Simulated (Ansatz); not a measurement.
**PtTe2: isotropic strain −0.50 %**

Consider PtTe₂ (space group P-3m1, No. 164; a = 4.053 Å, c = 5.097 Å; layered; relaxed with 0.1 eV smearing).

Modification: every lattice vector is shortened by 0.50 %; the atoms relax in the strained cell.

The values are results of PBE-D3(BJ), PAW, 420 eV (Ansatz, a first-principles code; without spin-orbit coupling), not measurements. k-mesh 16×16×12 (Γ-centred); smearing 0.1 eV (Fermi–Dirac).

```tsv
quantity	base	changed	shift
volume per atom	24.17 Å³	23.80 Å³	-0.361 Å³
space group	P-3m1 (No. 164)	P-3m1 (No. 164)	–
shortest interatomic distance	2.707 Å	2.699 Å	-0.008 Å
energy relative to the base (free energy F)	0 meV/atom	+1.3 meV/atom	+1.3 meV/atom
pressure (mean of the normal stresses, compression positive)	0.0 GPa	1.2 GPa	+1.2 GPa
band gap	zero	zero	–
largest internal atomic displacement	–	0.011 Å	–
```

Final structure:

```xyz
3
Lattice="4.0324 0.0000 0.0000 -2.0162 3.4921 0.0000 0.0000 0.0000 5.0715" Properties=species:S:1:pos:R:3 pbc="T T T"
Te     0.0000     2.3281     1.3650
Te     2.0162     1.1640     3.7065
Pt     0.0000     0.0000     0.0000
```

Stability against distortions was not tested. The final runs are not spin-polarised.
